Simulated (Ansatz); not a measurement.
Seebeck coefficient (μV/K, mean over directions) of n-type HfO₂ (P2_1/c) against carrier density, Ansatz (a program for electronic structure) with PBEsol, rigid bands. Computed gap 3.97 eV; densities at which minority carriers matter at this gap, or further valleys turn the trend, are left out. Conductivity mass 1.41 mₑ (harmonic mean over directions), N_c = 5.1e19 cm⁻³ at 300 K.

```csv
electron density,300 K,500 K
1e16 cm⁻³,-948,-1024
1e17 cm⁻³,-749,-826
1e18 cm⁻³,-551,…
3e18 cm⁻³,-457,-533
1e19 cm⁻³,-354,-430
3e19 cm⁻³,-263,-337
1e20 cm⁻³,-172,…
3e20 cm⁻³,-105,-162
1e21 cm⁻³,-61,-98
```

Some entries are withheld; supply them.


- 1e18 cm⁻³, 500 K: -628
- 1e20 cm⁻³, 500 K: -240

Rigid bands with a gap fixed in temperature, one relaxation time for all states, no polarons or phonon drag, and whether or not such doping can be reached. Spin-orbit coupling is left out; with 5d elements it also splits d-like band edges.
